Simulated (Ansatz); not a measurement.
Bond-angle distributions (per cent of the angles at each element, bins of 10°) of a relaxed model of amorphous Ge$_{12}$Sb$_{12}$Te$_{30}$S$_{3}$ at 6.06 g/cm³. Calculation: PBE-D3(BJ), scalar-relativistic without spin-orbit coupling, PAW (Ansatz default set, large-core Te) (plane waves to 420 eV; Ansatz, a quantum-chemistry and plane-wave program).

A CHGNet melt-quench gave the starting glass, which DFT then relaxed. The hot cell started wider than the set density and was brought back towards it in steps. It is the lowest in DFT energy of 3 quenches. It is a model cell: composition and starting density were chosen by hand, and all elements were melted together. The geometry includes D3(BJ) dispersion. Its density started from a set value of 5.67 and ended at 6.06 g/cm³. The simulated quench (nominally 50 K/ps over its main leg) is rapid and tends to freeze in more defects than a deposited or slowly cooled glass has. Values belong to this one cell and scatter from quench to quench. Volume and shape were free in the relaxation. On a 2×2×2 Γ-centred mesh force components of up to 0.24 eV/Å stay, since the relaxation ran on one k-point at (1/4, 1/4, 1/4).

Bonds are counted up to Ge-Ge 2.85 Å, Ge-Sb 3.11 Å, Ge-Te 3.12 Å, Ge-S 2.70 Å, Sb-Sb 3.28 Å, Sb-Te 3.42 Å, Sb-S 2.93 Å, Te-Te 3.31 Å, Te-S 2.92 Å, S-S 2.39 Å.

```json
[
 {"angle (°)": "50-60", "at Ge": "0", "at Sb": "2", "at Te": "1"},
 {"angle (°)": "60-70", "at Ge": "0", "at Sb": "4", "at Te": "5"},
 {"angle (°)": "70-80", "at Ge": "3", "at Sb": "6", "at Te": "19"},
 {"angle (°)": "80-90", "at Ge": "18", "at Sb": "29", "at Te": "17"},
 {"angle (°)": "90-100", "at Ge": "15", "at Sb": "24", "at Te": "22"},
 {"angle (°)": "100-110", "at Ge": "31", "at Sb": "8", "at Te": "11"},
 {"angle (°)": "110-120", "at Ge": "15", "at Sb": "2", "at Te": "4"},
 {"angle (°)": "120-130", "at Ge": "9", "at Sb": "3", "at Te": "6"},
 {"angle (°)": "130-140", "at Ge": "4", "at Sb": "4", "at Te": "2"},
 {"angle (°)": "140-150", "at Ge": "0", "at Sb": "3", "at Te": "5"},
 {"angle (°)": "150-160", "at Ge": "1", "at Sb": "6", "at Te": "4"},
 {"angle (°)": "160-170", "at Ge": "1", "at Sb": "2", "at Te": "3"},
 {"angle (°)": "170-180", "at Ge": "3", "at Sb": "5", "at Te": "2"}
]
```

They go with these counts of neighbours within the cut-offs, cation contacts included: Ge mean 4.0, most often 4; Sb mean 4.9, most often 5; Te mean 3.4, most often 3.
